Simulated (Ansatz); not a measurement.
Start from ZnSiP2 in the chalcopyrite structure (space group I-42d, No. 122; a = 5.3531 Å, c = 10.4452 Å). Axes: x, y, z lie along a, b, c of the conventional cell.

Calculations: PBEsol (Ansatz, a quantum-chemistry and plane-wave program), spin-orbit coupling left out.

Before the change:

| Property | Value |
|---|---|
| Electron mass | 1.4 mₑ along c, 0.25 mₑ across (at Γ) |
| Gap character | direct at Γ |
| Valence-band top at Γ | 0.00, -0.12, -0.12 eV |

One thing is altered: the cell is stretched by 3.00 % along x with no lateral relaxation, atoms relaxed at fixed cell.

Estimate the effect on the largest internal atomic displacement.

The largest internal atomic displacement amounts to 0.014 Å.

What happens to the electron mass?

The electron mass becomes 1.5 mₑ along z, 0.26 mₑ across (at Γ) (base: 1.4 mₑ along c, 0.25 mₑ across (at Γ)).

How does this affect the gap character?

The gap character is still direct at Γ.

What does the calculation give for the stress after the change?

The stress (xx, yy, zz, yz, xz, xy; compression positive) comes out as (-4.15, -1.71, -1.84, 0.00, 0.00, 0.00) GPa.

How does this affect the valence-band top at Γ?

The valence-band top at Γ (three highest levels, from the VBM) changes from 0.00, -0.12, -0.12 eV to 0.00, -0.10, -0.28 eV.

The cells carry an imposed strain or load. Masses are band curvatures over ±0.01 Å⁻¹ around the edge. Whether these cells are dynamically stable was not tested. k-point labels follow each cell's own Brillouin zone.
